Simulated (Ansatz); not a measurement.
The starting structures come from a database of crystals and need not be the phases stable at ambient conditions.

 Where the default PAW files enter, the runs use the earlier of Ansatz's two default sets.

Consider the following.

```xyz
2
Lattice="3.8937 0.0000 0.0000 0.0000 3.8937 0.0000 1.9468 -1.9468 2.6706" Properties=species:S:1:pos:R:3 pbc="T T T"
Cd     0.0000     0.0000     0.0000
S      3.8937     0.0000     2.6706
```

Space group of this cell: I4/mmm. The cell is strained (lengths along the current scaled by 0.97, ions clamped).

Transport runs along the normal of the first two printed cell vectors, the (001) (indices of the unstrained crystal) plane of the conventional cell.

No gap correction and no spin-orbit coupling; mid-gap values are interpolated between computed energies.

Task: Estimate the band gap and the smallest decay constant κ at mid-gap that r2SCAN run with Ansatz (an electronic-structure program) returns for this system.

Result: Gap 0.57 eV on a 12×12×12 mesh; κ = 0.127 1/Å, at (0.500, 0.000) of the in-plane reciprocal vectors. At the zone centre, at the nearest computed energy, the slowest state has κ = 0.17 1/Å.
